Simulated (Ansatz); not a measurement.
A self-consistent single point of TcPt (R-3m, 2 atoms in the cell) with Ansatz (a quantum-chemistry and plane-wave program).

Computed with r2SCAN, default PAW files made with PBE (plane waves; Ansatz).

```
TcPt
1.0
    1.35108     0.78004     4.31678
   -1.35108     0.78004     4.31678
    0.00000    -1.56009     4.31678
Tc Pt
1 1
Direct
  0.00000   0.00000   0.00000
  0.50000   0.50000   0.50000
```

Reference input (self-consistent single point, DFT, r2SCAN, plane waves, default PAW files made with PBE): kpoints.mp_grid.grid = 14 14 14; hamiltonian.xc = r2scan; hamiltonian.pseudopotentials = {kind: paw} (the program's default PAW files); scf.occupations.method = gaussian; scf.occupations.width = 0.05 eV. This run's input differs from it in these lines:

Ansatz 0.2 input:
```diff
@@ -10,3 +10,3 @@
 kpoints:
-  mp_grid: { grid: [14, 14, 14] }
+  mp_grid: { grid: [19, 19, 19] }
 hamiltonian:
@@ -15,3 +15,3 @@
 scf:
-  occupations: { method: gaussian, width: 0.05 }
+  occupations: { method: gaussian, width: 0.03 }
 output:
```

Output (repeated stretches shortened):

```
SCF iter   1: F=—  HF=-17953.975827 eV  |F-HF|=—  |Δ(HF+E_count)|=         —  Δρ=3.28e-1  dr2=7.52e1  dr2_τ=4.86e0  ethr=3.10e-3  ⟨swp⟩=4.8  Hψ=57886  notcnv=0
all-band conjugate gradients solve this SCF's bands
preconditioner: auto → none
SCF iter   2: F=—  HF=-17946.446488 eV  |F-HF|=—  |Δ(HF+E_count)|=    7.53e0  Δρ=1.26e-1  dr2=5.48e0  dr2_τ=8.07e0  ethr=3.10e-3  ⟨swp⟩=3.0  Hψ=34557  notcnv=0  defer=308
   [... lines left out ...]
SCF iter   7: F=—  HF=-17946.320426 eV  |F-HF|=—  |Δ(HF+E_count)|=   5.80e-5  Δρ=1.26e-4  dr2=2.60e-6  dr2_τ=6.24e-7  ethr=1.31e-6  ⟨swp⟩=1.6  Hψ=14453  notcnv=0  defer=304
SCF iter   8: F=—  HF=-17946.320426 eV  |F-HF|=—  |Δ(HF+E_count)|=   3.98e-7  Δρ=3.64e-5  dr2=1.72e-7  dr2_τ=5.61e-8  ethr=7.88e-9  ⟨swp⟩=2.0  Hψ=22594  notcnv=0  defer=304
SCF iter   9: F=-17946.320427 eV  HF=-17946.320427 eV  |F-HF|=2.62e-9  |Δ(HF+E_count)|=   9.56e-8  Δρ=6.84e-6  dr2=5.83e-9  dr2_τ=2.58e-9  ethr=3.03e-10  ⟨swp⟩=7.1  Hψ=60739  notcnv=0
SCF 1 converged in 9 iterations: F = -17946.320427 eV  dr2 = 5.83e-9
Free energy (F): -17946.320427 eV
Internal energy: -17946.319611 eV  (E = F + TS)
E sigma→0 (E₀):  -17946.320019 eV
Entropy (-TS):   -0.000815 eV (-0.408 meV/atom)
Fermi energy:    25.348918 eV
--- Forces (eV/Å), atoms counted from 1 ---
  atom   1  Tc     0.00000000     0.00000000    -0.00000000
  atom   2  Pt    -0.00000000    -0.00000000     0.00000000
--- Stress (GPa, compression-positive) ---
       18.840198       0.000000       0.000000
        0.000000      18.840198      -0.000001
        0.000000      -0.000001      38.573605
  P = ⅓ Tr σ = 25.4180 GPa (254.180 kbar)
  The stress holds the Pulay correction. Without it, at fixed plane waves, as pw.x and ABINIT print it: P = 25.3349 GPa
```

The run converged in 9 iterations. Against the reference run the free energy goes up by 1.9 meV/atom and the pressure stays near 25.42 GPa while the zz stress (positive for compression) goes from 39.08 to 38.57 GPa.

The starting cell was generated: these elements placed on a structure prototype, without a prior relaxation; it need not be a known phase or ordering of this composition. Its lattice was rescaled by a random factor within 2.5 % of one. Spin polarisation is off. With a pressure of about 25 GPa the cell is away from its equilibrium volume at this level. Ansatz's pressure includes its estimate of the finite-basis (Pulay) stress.

Cost on one core of a shared machine: roughly 30 s.
